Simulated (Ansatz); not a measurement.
## Short convergence ladders for AgO (P1, 8 atoms in the cell)

```
CELL_PARAMETERS angstrom
      5.77984     0.00000     0.00000
      0.00000     3.51371     0.00000
     -1.64077     0.00000     5.26776
ATOMIC_POSITIONS crystal
  Ag 0.00269 0.50000 0.50949
  Ag 0.00000 0.00000 0.00000
  Ag 0.50000 0.50000 0.00000
  Ag 0.50000 0.00000 0.50000
  O  0.70759 0.16593 0.28024
  O  0.29241 0.83407 0.71976
  O  0.29241 0.66593 0.21976
  O  0.70759 0.33407 0.78024
```

Base method: PBEsol, default PAW files made with PBE (plane waves; Ansatz, a program for electronic structure).

Base settings: basis.ecutwfc = 420 eV; kpoints.mp_grid.grid = 2 4 2; hamiltonian.xc = pbesol; hamiltonian.pseudopotentials = {kind: paw} (the program's default PAW files); scf.occupations.method = fermi_dirac; scf.occupations.width = 0.1 eV.

The count of work is k-points × plane waves × bands × iterations; it is no time. Core times come from one kind of shared machine, to one figure; runs under 30 s give none.

**The cutoff for other potential files**

Level: DFT, PBEsol, plane waves, harder PAW files (source: ansatz) made with PBE.

In this ladder: hamiltonian.pseudopotentials = {kind: paw, source: ansatz}.

The second cell is the first with its lattice scaled by 0.98.

The mesh stays at the base's, so the ladder's end is converged at best in this setting alone.

The first pressure column holds Ansatz's estimate of the finite-basis (Pulay) stress, which hides part of the cutoff error; the other is without it.

Only quantities that move along the ladder and can be compared are tabulated.

```csv
basis.ecutwfc,free energy less the last step's (meV/atom),energy of the compressed cell less the first (meV/atom),pressure (GPa),pressure without the Pulay estimate (GPa),largest difference of a force vector from the last step's (eV/Å),count of work / last
420 eV,951.84,29.57,-0.66,-43.01,0.103,0.12
510 eV,269.03,19.65,-0.60,-16.82,0.033,0.16
650 eV,29.42,16.49,-0.94,-3.61,0.007,0.23
790 eV,2.04,16.93,-0.95,-1.20,0.001,0.28
930 eV,0.53,16.92,-0.95,-0.96,0.000,0.35
1115 eV,0.32,16.92,-0.95,-0.96,0.000,0.47
1395 eV,0.12,16.91,-0.95,-0.96,0.000,0.65
1860 eV,0.00,16.91,-0.95,-0.95,0.000,1.0
```

Coarsest basis.ecutwfc that holds the energy of the compressed cell less the first within 2 meV/atom of the last step, with all finer ones: 650 eV, at 0.23 of the last step's count of work; the step before is off by 2.7 meV/atom.

Coarsest basis.ecutwfc that holds the free energy within 1 meV/atom of the last step, with all finer ones: 930 eV, at 0.35 of the last step's count of work; the step before is off by 2.0 meV/atom.

Coarsest basis.ecutwfc that holds the pressure within 0.1 GPa of the last step, with all finer ones: 650 eV, at 0.23 of the last step's count of work; the step before is off by 0.36 GPa.

The energy difference between the two cells stays within 1 meV/atom of the last step's from 650 eV on, the total only from 930 eV on: much of the error is common to both cells and cancels.

At the lowest cutoff the pressure without the Pulay estimate lies 42.1 GPa under the last step's, the usual sign of Pulay stress in an incomplete plane-wave basis.

**The density cutoff**

The mesh stays at the base's, so the ladder's end is converged at best in this setting alone.

Only quantities that move along the ladder and can be compared are tabulated.

| basis.ecutrho_ratio | free energy less the last step's (meV/atom) | pressure (GPa) | largest difference of a force vector from the last step's (eV/Å) |
|---|---|---|---|
| 2 | -1.65 | -0.57 | 0.009 |
| 3 | 0.07 | -0.91 | 0.000 |
| 4 | 0.00 | -0.90 | 0.000 |
| 5 | 0.00 | -0.90 | 0.000 |
| 6 | 0.00 | -0.90 | 0.000 |
| 8 | 0.00 | -0.90 | 0.000 |
| 10 | 0.00 | -0.90 | 0.000 |
| 12 | 0.00 | -0.90 | 0.000 |
| 16 | 0.00 | -0.90 | 0.000 |

Coarsest basis.ecutrho_ratio that holds the pressure within 0.05 GPa of the last step, with all finer ones: 3; the step before is off by 0.34 GPa.

Coarsest basis.ecutrho_ratio that holds the free energy within 1 meV/atom of the last step, with all finer ones: 3; the step before is off by 1.6 meV/atom.

Coarsest basis.ecutrho_ratio that holds the forces within 0.005 eV/Å of the last step, with all finer ones: 3; the step before is off by 0.009 eV/Å.

**The relaxed cell against the cutoff**

On AgO (P2_1/c, 8 atoms in the cell): atoms on their sites.

In this ladder: relax = cell and atoms.

The mesh stays at the base's, so the ladder's end is converged at best in this setting alone.

Only quantities that move along the ladder and can be compared are tabulated.

| basis.ecutwfc | relaxed volume (Å³/atom) | relaxation steps | core time / last (rough) |
|---|---|---|---|
| 250 eV | 12.985 | 112 | 3 |
| 295 eV | 13.182 | 72 | 2 |
| 355 eV | 13.347 | 19 | 0.8 |
| 420 eV | 13.328 | 11 | 0.6 |
| 505 eV | 13.331 | 7 | 0.4 |
| 630 eV | 13.331 | 7 | 0.7 |
| 840 eV | 13.331 | 7 | 1 |

Coarsest basis.ecutwfc that holds the relaxed volume within 0.027 Å³/atom of the last step, with all finer ones: 355 eV; the step before is off by 0.15 Å³/atom.

At the lowest cutoff the cell relaxes to a volume 2.6 % smaller than at the highest. Ansatz relaxes on a stress corrected for the finite basis.

On the base run: the starting cell comes from a database of computed structures (which also holds hypothetical and non-ambient phases and stackings), without a prior relaxation at this level. Its lattice was rescaled by up to half a per cent. One atom was moved a little off its site on purpose. A gap is left out here, as mesh or smearing make it unsure.

Left out of this page: 1 run of the series failed or unconverged.

Keys are those of Ansatz 0.2.
